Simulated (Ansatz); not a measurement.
**Effect of pressure 50 GPa on RuSi**

Base system: RuSi (space group P2_13, No. 198; a = 4.705 Å).

Now apply this change: a hydrostatic pressure of 50 GPa.

The values are results of DFT with r2SCAN, PAW potentials and a 500 eV plane-wave cutoff in Ansatz (a program for electronic structure), without spin-orbit coupling, not measurements. Γ-centred 10×10×10 mesh, Fermi–Dirac width 0.05 eV.

* **Density**: 9.58 g/cm³ (base 8.24 g/cm³)
* **Lattice parameter a**: 4.474 Å (base 4.705 Å)
* **Shortest interatomic distance**: 2.307 Å (base 2.378 Å)
* **Enthalpy H = E + PV relative to the base's energy**: +3.74 eV/atom
* **Band gap**: 0.31 eV (an upper bound: an edge found on the path is not a true extremum; the changed cell) (base 0.31 eV)

Final structure:

```xyz
8
Lattice="4.4742 0.0000 0.0000 0.0000 4.4742 0.0000 0.0000 0.0000 4.4742" Properties=species:S:1:pos:R:3 pbc="T T T"
Ru     0.6255     0.6255     0.6255
Ru     2.8626     1.6116     3.8487
Ru     3.8487     2.8626     1.6116
Ru     1.6116     3.8487     2.8626
Si     3.7679     3.7679     3.7679
Si     1.5308     2.9434     0.7063
Si     0.7063     1.5308     2.9434
Si     2.9434     0.7063     1.5308
```

Load acts through the strain it causes; cell and atoms are relaxed under it. Stability against distortions was not tested. Competing high-pressure phases were not computed.
